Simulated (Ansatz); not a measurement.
Consider BeS (space group P4/nmm, No. 129; a = 3.452 Å, c = 5.621 Å; a hypothetical phase, not in the database extracts checked; layered, stacked along the Cartesian z axis). Axes: x, y, z lie along a, b, c of the conventional cell.

One thing is altered: the symmetric strain tensor [0.0042 -0.0031 0.0115; -0.0031 0.0013 -0.0026; 0.0115 -0.0026 0.0006]; the atoms relax in the strained cell.

Levels (all Ansatz, a program for electronic structure, PAW): PBEsol (420 eV, no spin-orbit coupling); r2SCAN (500 eV, without spin-orbit coupling); HSE06 (420 eV, without spin-orbit coupling).

One geometry, relaxed with PBEsol, under each level:

| level | band gap | lowest conduction level above the VBM at special points | pressure |
|---|---|---|---|
| PBEsol | 3.38 eV | Γ 3.38 eV; Y 3.61 eV; U 4.09 eV; R 5.15 eV | -0.25 GPa |
| r2SCAN | 4.06 eV | Γ 4.06 eV; Y 4.30 eV; U 4.64 eV; R 5.73 eV | 0.61 GPa |
| HSE06 | … | … | – |

Question: Give the withheld HSE06 results.

Answer: 
- HSE06, band gap: 4.48 eV
- HSE06, lowest conduction level above the VBM at special points: Γ 4.48 eV; Y 4.74 eV; U 5.18 eV

Single points use the geometry relaxed with PBEsol. Their cutoffs differ, which shifts pressures a little. Stability against distortions was not tested. The base started in Pnma and relaxed to P4/nmm at this level. No dispersion term is included in the PBEsol runs. Labels are those of the standard path for the cell's own space group.
